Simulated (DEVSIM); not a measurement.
Device: abrupt Ge n-p junction, at 300 K.

```tsv
layer (left to right)	material	thickness (μm)	Nd (cm⁻³)	Na (cm⁻³)	τn (s)	τp (s)
1	Ge	1.80	2.7e15	-	4.9e-5	4.9e-5
2	Ge	61.0	-	2.9e17	4.9e-5	4.9e-5
```

Left contact: ohmic. Right contact: ohmic. Voltage is applied to the left contact. Recombination: SRH at mid-gap, Auger. Mobility is constant in doping.

The device is made up for the run: typed textbook-type constants, with dimensions and the other settings drawn at random. Values at 300 K.

```csv
parameter,Ge
gap (eV),0.664
affinity (eV),4
permittivity,16
Nc (cm⁻³),1.04e19
Nv (cm⁻³),6e18
μn (cm²/Vs),3900
μp (cm²/Vs),1900
Cn (cm⁶/s),1e-31
Cp (cm⁶/s),1e-31
```

Model (solved in DEVSIM): 1D drift-diffusion, Boltzmann statistics, complete ionisation; no tunnelling, impact ionisation, image-force lowering or self-heating.

Task: Tabulate band edges, carrier densities and field at zero bias.

Result: Energies count from the Fermi level of the right contact; mesh points crowd at the junctions.

```csv
x (μm),Ec (eV),Ev (eV),n (cm⁻³),p (cm⁻³),field (V/cm)
0.000,0.213,-0.451,2.7e15,1.6e11,≈ 0
0.03685,0.213,-0.451,2.7e15,1.6e11,≈ 0
0.1349,0.213,-0.451,2.7e15,1.6e11,≈ 0
0.3731,0.213,-0.451,2.7e15,1.6e11,≈ 0
1.178,0.216,-0.448,2.5e15,1.8e11,250
1.565,0.303,-0.361,8.5e13,5.1e12,6300
1.725,0.442,-0.222,3.9e11,1.1e15,11000
1.796,0.546,-0.118,7.1e9,6.2e16,23000
1.826,0.584,-0.080,1.6e9,2.7e17,2000
1.904,0.586,-0.078,1.5e9,2.9e17,≈ 0
2.116,0.586,-0.078,1.5e9,2.9e17,≈ 0
2.982,0.586,-0.078,1.5e9,2.9e17,≈ 0
4.856,0.586,-0.078,1.5e9,2.9e17,≈ 0
9.647,0.586,-0.078,1.5e9,2.9e17,≈ 0
29.65,0.586,-0.078,1.5e9,2.9e17,≈ 0
49.86,0.586,-0.078,1.5e9,2.9e17,≈ 0
57.75,0.586,-0.078,1.5e9,2.9e17,≈ 0
60.84,0.586,-0.078,1.5e9,2.9e17,≈ 0
62.26,0.586,-0.078,1.5e9,2.9e17,≈ 0
62.61,0.586,-0.078,1.5e9,2.9e17,≈ 0
62.74,0.586,-0.078,1.5e9,2.9e17,≈ 0
62.80,0.586,-0.078,1.5e9,2.9e17,≈ 0
```
